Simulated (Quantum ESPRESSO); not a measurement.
Quantum ESPRESSO run on IrO2 (P4_2/mnm, 6 atoms in the cell): self-consistent single point.

Method: PBE, GBRV 1.5 ultrasoft (PBE) pseudopotentials (plane waves; Quantum ESPRESSO).

```
IrO2
1.0
    4.53775     0.00000     0.00000
    0.00000     4.53775     0.00000
    0.00000     0.00000     3.19958
Ir O
2 4
Cartesian
  2.26887   2.26887   1.59979
  0.00000   0.00000   0.00000
  3.13713   3.13713   0.00000
  1.40062   1.40062   0.00000
  3.66950   0.86825   1.59979
  0.86825   3.66950   1.59979
```

Reference input (self-consistent single point, DFT, PBE, plane waves, GBRV 1.5 ultrasoft (PBE) pseudopotentials): ecutwfc = 40 Ry; ecutrho = 320 Ry; occupations = smearing; smearing = methfessel-paxton; degauss = 0.019992 Ry; potentials = {Ir: ir_pbe_v1.2.uspp.F.UPF, O: o_pbe_v1.2.uspp.F.UPF}; K_POINTS = automatic 8 8 10 0 0 0; conv_thr = 1e-10 Ry. This run's input differs from it in these lines:

```diff
@@ -18,3 +18,3 @@
    smearing = 'methfessel-paxton',
-   degauss = 0.019992,
+   degauss = 0.002205,
 /
@@ -34,3 +34,3 @@
 K_POINTS automatic
-8 8 10  0 0 0
+9 9 12  0 0 0
```

The program printed (abridged):

```
     Self-consistent Calculation

     iteration #  1     ecut=    40.00 Ry     beta= 0.70

     negative rho (up, down):  6.101E-01 0.000E+00

     total energy              =    -490.25145483 Ry
     estimated scf accuracy    <       4.22149525 Ry

     iteration #  2     ecut=    40.00 Ry     beta= 0.70

     negative rho (up, down):  6.675E-01 0.000E+00

     total energy              =    -489.99782911 Ry
     estimated scf accuracy    <      13.76774272 Ry

     iteration #  3     ecut=    40.00 Ry     beta= 0.70

     negative rho (up, down):  6.466E-01 0.000E+00

     total energy              =    -492.50238963 Ry
     estimated scf accuracy    <       0.09773867 Ry

   [... 7 blocks of this kind left out ...]

     iteration # 11     ecut=    40.00 Ry     beta= 0.70

     negative rho (up, down):  6.492E-01 0.000E+00

     total energy              =    -492.51900815 Ry
     estimated scf accuracy    <          1.2E-10 Ry

     iteration # 12     ecut=    40.00 Ry     beta= 0.70

     negative rho (up, down):  6.492E-01 0.000E+00
     End of self-consistent calculation

     Number of k-points >= 100: set verbosity='high' to print the bands.

     the Fermi energy is    13.4080 ev

!    total energy              =    -492.51900815 Ry
     estimated scf accuracy    <          5.1E-11 Ry
     smearing contrib. (-TS)   =      -0.00000308 Ry
     internal energy E=F+TS    =    -492.51900506 Ry

     convergence has been achieved in  12 iterations

     negative rho (up, down):  6.492E-01 0.000E+00

     Forces acting on atoms (cartesian axes, Ry/au):

     atom    1 type  1   force =     0.00000000    0.00000000   -0.00000000
     atom    2 type  1   force =     0.00000000    0.00000000    0.00000000
     atom    3 type  2   force =    -0.00081698   -0.00081698   -0.00000000
     atom    4 type  2   force =     0.00081698    0.00081698   -0.00000000
   [... lines left out ...]
     Total force =     0.002311     Total SCF correction =     0.000000
   [... lines left out ...]

     negative rho (up, down):  6.492E-01 0.000E+00
          total   stress  (Ry/bohr**3)                   (kbar)     P=      -22.00
  -0.00009973   0.00000000   0.00000000          -14.67        0.00        0.00
   0.00000000  -0.00009973   0.00000000            0.00      -14.67        0.00
   0.00000000   0.00000000  -0.00024919            0.00        0.00      -36.66

   JOB DONE.
```

The run converged in 12 iterations. Against the reference run the free energy stays essentially unchanged (within 1 meV/atom), the pressure moves little (-2.21 to -2.20 GPa) and the largest force goes from 0.016 to 0.030 eV/Å.

The starting cell comes from a database of computed structures (which also holds hypothetical and non-ambient phases and stackings), without a prior relaxation at this level. Its lattice was rescaled by a random factor within 2.5 % of one. Spin polarisation is off.

Cost on one core of a shared machine: roughly 3 min.
